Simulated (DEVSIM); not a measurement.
Device: abrupt Si n-p junction, at 400 K.

Layer 1 from the left is Si, thickness (μm) 11.0, Nd (cm⁻³) 7.7e16, τn (s) 1.6e-7, τp (s) 1.6e-7. Layer 2 from the left is Si, thickness (μm) 120, Na (cm⁻³) 4.7e14, τn (s) 1.6e-7, τp (s) 1.6e-7.

Left contact: ohmic. Right contact: ohmic. Voltage is applied to the left contact. Recombination: SRH at mid-gap, radiative, Auger. Mobility is μmin + (μ − μmin)/(1 + (N/Nref)^α).

This is a model device: material constants are rounded textbook-type values typed into the input, and sizes, dopings and lifetimes were drawn at random. Values at 300 K; Nc and Nv go as T^1.5, mobilities as T to minus their exponent, the gap by Varshni's rule with the affinity fixed.

Si: gap (eV) 1.124, affinity (eV) 4.05, permittivity 11.7, Nc (cm⁻³) 2.86e19, Nv (cm⁻³) 3.1e19, μn (cm²/Vs) 1417, μp (cm²/Vs) 470, μn,min 52, μp,min 45, Nref,n 9.7e16, Nref,p 2.2e17, αn 0.68, αp 0.72, T exponent of μn 2.3, T exponent of μp 2.2, B (cm³/s) 4.7e-15, Cn (cm⁶/s) 2.8e-31, Cp (cm⁶/s) 9.9e-32, Varshni α (eV/K) 0.000473, Varshni β (K) 636.

**Question.** Estimate by hand the built-in potential, the peak field at zero bias, and compare with a numerical solution.

**Answer.** 
- Built-in potential: ni = √(Nc Nv) exp(−Eg/2kT) = 5.68e12 cm⁻³ with Eg = 1.096 eV; Vbi = kT/q ln(Na Nd/ni²) = 0.480 V; numerical 0.480 V.
- Peak field at zero bias: depletion approximation: W = √(2εVbi/(qN)) = 1.15 μm with N = 4.67e14 cm⁻³; field = 2Vbi/W = 8330 V/cm; numerical 18500 V/cm (estimate below by 55 %).

Model (solved in DEVSIM): 1D drift-diffusion, Boltzmann statistics, complete ionisation; no tunnelling, impact ionisation, image-force lowering or self-heating.
